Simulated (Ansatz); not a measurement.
Response to strain in BaTiO3

Take BaTiO$_{3}$ in the cubic perovskite structure (space group Pm-3m, No. 221; a = 3.935 Å) as the base. Axes: x, y, z lie along the cube axes.

Strains are applied to the cell and any free atomic positions relax; under biaxial strain the out-of-plane vector relaxes too.

All numbers come from Ansatz (a program for electronic structure), LDA, PAW, cutoff 420 eV, without spin-orbit coupling.

Candidates:
(a) biaxial strain +0.60 %, plane normal [001], relaxed out of plane
(b) biaxial strain +1.80 %, plane normal [001], relaxed out of plane
(c) biaxial strain +2.40 %, plane normal [001], relaxed out of plane
(d) biaxial strain +1.20 %, plane normal [001], relaxed out of plane

Before the change:

The smallest direct gap is 1.87 eV.

**Question.** Order them by smallest direct gap, highest first.

**Answer.** (a) biaxial strain +0.60 %, plane normal [001], relaxed out of plane (1.84 eV), (d) biaxial strain +1.20 %, plane normal [001], relaxed out of plane (1.82 eV), (b) biaxial strain +1.80 %, plane normal [001], relaxed out of plane (1.79 eV), (c) biaxial strain +2.40 %, plane normal [001], relaxed out of plane (1.76 eV)

Whether these cells are dynamically stable was not tested. The final runs are not spin-polarised. Many cubic perovskites are stable only at high temperature; tilts and polar distortions were not tested. This is not the structure that BaTiO3 has at room temperature and ambient pressure.
